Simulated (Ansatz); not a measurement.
**CaSnSe3 in the cubic perovskite structure (space group Pm-3m, No. 221; a hypothetical phase, not in the database extracts checked)**

```cif
data_CaSe3Sn
_chemical_formula_sum 'Ca1 Sn1 Se3'
_space_group_name_H-M_alt 'Pm-3m'
_space_group_IT_number 221
_space_group_name_Hall '-P 4 2 3'
_cell_length_a 5.28904
_cell_length_b 5.28904
_cell_length_c 5.28904
_cell_angle_alpha 90.000
_cell_angle_beta 90.000
_cell_angle_gamma 90.000
loop_
_atom_site_label
_atom_site_type_symbol
_atom_site_symmetry_multiplicity
_atom_site_Wyckoff_symbol
_atom_site_fract_x
_atom_site_fract_y
_atom_site_fract_z
_atom_site_occupancy
Ca1 Ca 1 a 0.00000 0.00000 0.00000 1
Sn1 Sn 1 b 0.50000 0.50000 0.50000 1
Se1 Se 3 c 0.00000 0.50000 0.50000 1
```

Method: plane-wave PAW DFT at the PBE level (Ansatz, a quantum-chemistry and plane-wave program, 420 eV), scalar-relativistic without spin-orbit coupling. Γ-centred 9×9×9 mesh, Fermi–Dirac width 0.05 eV.

```yaml
volume_per_atom: 29.59 Å³
density: 4.44 g/cm³
band_gap: zero
total_energy: -4850.170 eV/atom (σ→0; compares only within this code and set-up)
```

No phonon test of stability was made. The final runs are not spin-polarised. Many cubic perovskites are stable only at high temperature; tilts and polar distortions were not tested.
